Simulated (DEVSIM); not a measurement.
Device: illuminated Si n-on-p cell, one wavelength, at 250 K.

Layer 1 from the left is Si, thickness (μm) 0.140, Nd (cm⁻³) 1.5e18, τn (s) 3.5e-7, τp (s) 9.1e-8, absorption coefficient (cm⁻¹) 6800. Layer 2 from the left is Si, thickness (μm) 190, Na (cm⁻³) 3.4e15, τn (s) 5.7e-6, τp (s) 5.7e-6, absorption coefficient (cm⁻¹) 6800.

Left contact: ohmic, minority hole recombination velocity 20 cm/s. Right contact: ohmic, minority electron recombination velocity 900 cm/s. Voltage is applied to the left contact. Recombination: SRH at mid-gap, radiative, Auger. Light enters at the left, 2.3e15 photons cm⁻² s⁻¹, one pass, no reflection. Mobility is μmin + (μ − μmin)/(1 + (N/Nref)^α).

Constants are typed, rounded textbook-type inputs, not results; the design itself was drawn at random and stands for no fabricated device. Values at 300 K; Nc and Nv go as T^1.5, mobilities as T to minus their exponent, the gap by Varshni's rule with the affinity fixed.

Si: gap (eV) 1.124, affinity (eV) 4.05, permittivity 11.7, Nc (cm⁻³) 2.86e19, Nv (cm⁻³) 3.1e19, μn (cm²/Vs) 1417, μp (cm²/Vs) 470, μn,min 52, μp,min 45, Nref,n 9.7e16, Nref,p 2.2e17, αn 0.68, αp 0.72, T exponent of μn 2.3, T exponent of μp 2.2, B (cm³/s) 4.7e-15, Cn (cm⁶/s) 2.8e-31, Cp (cm⁶/s) 9.9e-32, Varshni α (eV/K) 0.000473, Varshni β (K) 636.

DEVSIM, 1D drift-diffusion, Boltzmann statistics, complete ionisation; no tunnelling, impact ionisation, image-force lowering or self-heating.

Problem. What does the simulation give for the fill factor, the short-circuit current, the largest field in the device at zero bias?

Solution. fill factor 0.84; short-circuit current 0.366 mA/cm²; largest field in the device at zero bias 65000 V/cm.
